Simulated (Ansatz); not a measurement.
The parent structure is VBiO$_{4}$ (space group I4_1/a, No. 88; a = 5.121 Å, c = 11.623 Å).

Computed with r2SCAN, PAW, 500 eV (Ansatz, a program for electronic structure; spin-orbit coupling left out), earlier PAW set.

Before the change:

- Gap character = indirect, Γ–X (71 % along) → N
- Band gap = 2.48 eV

Now apply this change: the cell is scaled by 1.0534 in all directions; the atoms relax in the strained cell.

### Question
What does the calculation give for the gap character after the change?

### Answer
The gap character changes from indirect, Γ–X (71 % along) → N to direct at k = (0.143, -0.143, -0.286) in the run's primitive reciprocal basis.

### Question
How does this affect the band gap?

### Answer
The band gap increases by 0.25 eV (2.48 eV → 2.73 eV).

### Question
What does the calculation give for the largest internal atomic displacement after the change?

### Answer
The largest internal atomic displacement is 0.072 Å.

Spin-orbit coupling, missing from the scalar runs, can matter with Bi. Whether these cells are dynamically stable was not tested. Starting moments died away, wholly or in part, for the base; another magnetic solution may exist. The final runs are not spin-polarised.
